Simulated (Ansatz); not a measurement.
Volume per atom of ZrN (model structure, started from the CoSn type, P6/mmm, No. 191, 6 atoms in the cell) at several levels of theory

No measured value is used here.

```tsv
level (code)	value (Å³/atom)
PBE (Ansatz)	14.39
PBEsol (Ansatz)	[?]
PBE-D3(BJ) (Ansatz)	14.04
```

Question: Fill in the missing entries.

Answer: 
- PBEsol (Ansatz, a program for electronic structure), value (Å³/atom): 13.94

Ansatz's density-functional and Hartree–Fock values are scalar-relativistic unless marked +SOC, with PAW data made under PBE.

A model structure was made by putting elements into a prototype or built by hand; it is no filed structure, need not be a known phase, and can be a saddle point held by its symmetry.
